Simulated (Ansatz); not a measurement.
Results of LDA in Ansatz (plane waves, PAW) for BN (model structure, started from the rocksalt type, Fm-3m, No. 225, 2 atoms in the cell).

Run with plane-wave cutoff 520 eV, 18×18×18 k mesh, perturbation theory, scalar-relativistic PAW data made under PBE.

Computed at the level's own relaxed cell.

Harmonic phonon frequencies (cm⁻¹; i marks an imaginary mode; at Γ without the LO shift):

```csv
q point,frequencies
Γ,697i 697i 697i 0 0 0
X,476i 476i 103 499 499 886
L,241i 241i 117 117 921 1105
```

With the long-range field the LO mode at Γ lies at 934 cm⁻¹.

Imaginary modes appear, so the structure is dynamically unstable at this level.

Note: the run finds an imaginary mode (697i cm⁻¹), so the cell is a saddle point at this level.

A model structure was made by putting elements into a prototype or built by hand; it is no filed structure, need not be a known phase, and can be a saddle point held by its symmetry.

Ansatz is an electronic-structure program.
